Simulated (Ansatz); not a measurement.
SiC under load (space group P6_3mc), Ansatz (a quantum-chemistry and plane-wave program) with r2SCAN with spin-orbit coupling, rigid bands. Condition of this run: biaxial stress in the c plane of 15 GPa (compression positive) (the target of the relaxation). Band gap 2.33 eV, N_c = 1.09e19 cm⁻³ and N_v = 5.94e19 cm⁻³ at 300 K, conductivity masses along y (a = (3.01, 0.00, 0.00) Å; b = (-1.50, 2.60, 0.00) Å; c = (0.00, 0.00, 5.07) Å) of 0.423 mₑ (electrons) and 1.06 mₑ (holes). Take k_BT = 0.02585 eV.

**Question.** Find the intrinsic carrier density and the intrinsic Fermi level.

**Answer.** n_i = √(N_c N_v) exp(−E_g/2k_BT) = 2.54e19 × exp(−45.06) = 6.8e-1 cm⁻³. The level lies (k_BT/2) ln(N_v/N_c) = 22 meV from mid-gap (positive towards the conduction band). Each 0.1 eV added to the gap lowers n_i by a factor of 6.9.

**Question.** A film of it is 5 nm thick, with its normal along the direction named. Estimate the confinement energies in an infinite well.

**Answer.** ħ²π²/(2m t²) = 0.376 eV·nm²/(m/mₑ × t²) gives 35.6 meV for electrons and 14.2 meV for holes, so the gap would widen to about 2.38 eV. Finite barriers and nonparabolic bands lower this, and with several valleys or bands the heaviest mass along the normal sets the lowest level, not this average.

**Question.** What built-in voltage has an abrupt junction with N_A = 1e16 and N_D = 1e18 cm⁻³, all dopants ionised?

**Answer.** V_bi = E_g/e − (k_BT/e) ln(N_c N_v/(N_A N_D)) = 2.33 − 0.02585 × 11.08 = 2.04 V, for the computed gap.

Rigid bands with the computed gap; masses take one relaxation time for all states. Geometry: cell and atoms relaxed with PBEsol.
